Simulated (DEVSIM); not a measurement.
Structure: TaN/SiO2/p-Ge capacitor, at 300 K.

```tsv
layer (left to right)	material	thickness (nm)	Na (cm⁻³)
1	SiO2	54.0	-
2	Ge	6200	9.2e15
```

Metal gate on the left, work function 4.4 eV. Fixed charge at the semiconductor interface 0 cm⁻² (in units of +e); no interface traps.

This is a model device: material constants are rounded textbook-type values typed into the input, and sizes, dopings and lifetimes were drawn at random. Values at 300 K.

| parameter | SiO2 | Ge |
|---|---|---|
| gap (eV) | 9 | 0.664 |
| affinity (eV) | 0.9 | 4 |
| permittivity | 3.9 | 16 |
| Nc (cm⁻³) | - | 1.04e19 |
| Nv (cm⁻³) | - | 6e18 |

Simulated with DEVSIM: 1D Poisson equation in equilibrium, Boltzmann statistics, complete ionisation; no quantum confinement or tunnelling. Metal contacts follow the ideal Schottky-Mott rule: no Fermi-level pinning, no interface dipoles.

Base results: flat-band voltage (V) -0.10; capacitance of the dielectric stack (μF/cm²) 0.0639; minimum of the low-frequency capacitance (μF/cm²) 0.0342; threshold voltage (band bending 2φF) (V) 0.79.

Problem. What follows from this one change: gate work function 4.4 → 4.55 eV?

Solution. flat-band voltage -0.10 → 0.05 V; capacitance of the dielectric stack little changed (0.0639 μF/cm²); minimum of the low-frequency capacitance little changed (0.0343 μF/cm²); threshold voltage (band bending 2φF) 0.79 → 0.94 V.

Problem. What follows from this one change: substrate doping 9.2e+15 → 1.8e+15 cm^-3?

Solution. flat-band voltage -0.10 → -0.05 V; capacitance of the dielectric stack little changed (0.0639 μF/cm²); minimum of the low-frequency capacitance 0.0342 → 0.0250 μF/cm²; threshold voltage (band bending 2φF) 0.79 → 0.39 V.

Problem. What follows from this one change: interface trap density 0 → 3e+11 cm^-2 eV^-1?

Solution. flat-band voltage -0.10 → -0.22 V; capacitance of the dielectric stack little changed (0.0639 μF/cm²); minimum of the low-frequency capacitance 0.0342 → 0.0419 μF/cm²; threshold voltage (band bending 2φF) 0.79 → 0.90 V.

Problem. What follows from this one change: SiO2 thickness 0.054 → 0.046 μm?

Solution. flat-band voltage little changed (-0.10 V); capacitance of the dielectric stack 0.0639 → 0.0751 μF/cm²; minimum of the low-frequency capacitance 0.0342 → 0.0376 μF/cm²; threshold voltage (band bending 2φF) 0.79 → 0.70 V.
